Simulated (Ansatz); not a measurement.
## How far PBE and r2SCAN part for BeS, electrons 2.0×10^22 cm⁻³

The reference is BeS in the zinc blende structure (space group F-43m, No. 216; a = 4.876 Å).

(Cell as relaxed with PBE.)

Levels (all Ansatz, a first-principles code, PAW): PBE (420 eV, no spin-orbit coupling); r2SCAN (500 eV, no SOC).

Each level relaxes its own structure.

```csv
base,PBE,r2SCAN
volume per atom,14.49 Å³,14.42 Å³
lattice parameter a,4.876 Å,4.869 Å
band gap,3.15 eV,3.59 eV
```

It is then changed as follows: electrons 2.0×10^22 cm⁻³, on a uniform background at fixed cell.

| quantity | PBE | r2SCAN |
|---|---|---|
| gap between the host's bands | 2.86 eV | ___ |
| shift of the gap caused by the change | -0.28 eV | ___ |
| gap character | indirect, Γ → X | ___ |

Question: What does r2SCAN give?

Answer: 
- gap between the host's bands, r2SCAN: 3.30 eV
- shift of the gap caused by the change, r2SCAN: -0.29 eV
- gap character, r2SCAN: indirect, Γ → X

PBE's gap between the host's bands lies 0.44 eV below r2SCAN's; the two agree on the gap character. Neither level is exact; r2SCAN is the comparison here, not a measurement.

Charged cell with a jellium background: band edges are those of the host's band count, energies are not comparable with the neutral cell, and many-body gap narrowing is missing. No phonon test of stability was made.
